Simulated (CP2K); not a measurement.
Band structure of ScCl3 (R-3, 8 atoms in the cell).

```yaml
crystal:
  lattice:
    - [7.12052, 0.00000, 0.00000]
    - [4.23649, 5.72311, 0.00000]
    - [4.23649, 2.13488, 5.31002]
  atoms:
    - { symbol: Sc, position: [0.33332, 0.33332, 0.33332] }
    - { symbol: Sc, position: [0.66668, 0.66668, 0.66668] }
    - { symbol: Cl, position: [0.71815, 0.43702, 0.07745] }
    - { symbol: Cl, position: [0.28185, 0.56298, 0.92255] }
    - { symbol: Cl, position: [0.07745, 0.71815, 0.43702] }
    - { symbol: Cl, position: [0.92255, 0.28185, 0.56298] }
    - { symbol: Cl, position: [0.43702, 0.07745, 0.71815] }
    - { symbol: Cl, position: [0.56298, 0.92255, 0.28185] }
```

Method of the run: PBEsol, GPW, DZVP-MOLOPT-SR-GTH basis, GTH-PBE potentials (GTH_POTENTIALS) (CP2K 2026.2).

Settings: CUTOFF = 600 Ry; REL_CUTOFF = 60 Ry; SMEAR/METHOD = FERMI_DIRAC; ELECTRONIC_TEMPERATURE = 232.09 K; KPOINTS/SCHEME = MONKHORST-PACK 4 4 4; GAMMA_CENTERED = T; XC_FUNCTIONAL = PBE:PBESOL; Sc/BASIS_SET = DZVP-MOLOPT-SR-GTH; Sc/POTENTIAL = GTH-PBE-q11; Cl/BASIS_SET = DZVP-MOLOPT-SR-GTH; Cl/POTENTIAL = GTH-PBE-q7; METHOD = GPW; EPS_DEFAULT = 1e-11; EXTRAPOLATION = USE_GUESS.

The starting cell comes from a database of computed structures (which also holds hypothetical and non-ambient phases and stackings), without a prior relaxation at this level. Values carry the incompleteness of an atom-centred basis. The potentials were made for another functional than the one used.

### Question
Predict the gap along the standard path and the places of the band edges.

### Answer
The gap along the path is 3.70 eV, from a point between Γ and X|Q to a point between Γ and X|Q; the smallest direct gap on it is 3.80 eV. Another conduction valley lies within 0.1 eV, so the order of the valleys is not sure.

Levels in eV from the top of the valence band on the SCF mesh, bands 29 to 33:
```
point     29     30     31     32    33
-----  -----  -----  -----  -----  ----
Γ      -0.18  -0.10  -0.10   0.00  4.04
L      -0.43  -0.23  -0.16  -0.08  3.73
Z      -0.30  -0.30  -0.16  -0.16  4.06
F      -0.56  -0.30  -0.19  -0.08  3.76
P1     -0.56  -0.33  -0.20  -0.12  3.76
P      -0.56  -0.33  -0.20  -0.12  3.76
```

Higher empty bands are left out: an atom-centred basis made for the valence describes them poorly.
